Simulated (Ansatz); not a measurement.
The starting structures come from a database of crystals and need not be the phases stable at ambient conditions.

By PBEsol, the system below comes out a metal.

Given:

```
Al
1.0
    2.81246     0.00000     0.00000
   -1.40623     2.43566     0.00000
    0.00000     0.00000     4.72084
Al
2
Direct
  0.66667   0.33333   0.75000
  0.33333   0.66667   0.25000
```

Space group of this cell: P6_3/mmc, hcp (Mg type). The cell is strained (lengths along the current scaled by 0.97, ions clamped); by PBEsol its mean pressure is 0.8 GPa.

The current flows along the normal of the first two printed cell vectors, the (001) (indices of the unstrained crystal) plane of the conventional cell. No spin-orbit coupling; the value is a mean over 0.1 eV about the Fermi level.

Problem. State the ballistic conductance per area according to Ansatz (a quantum-chemistry and plane-wave program) with PBEsol.

Solution. 1.7 × 10¹⁵ S/m² for both spins.
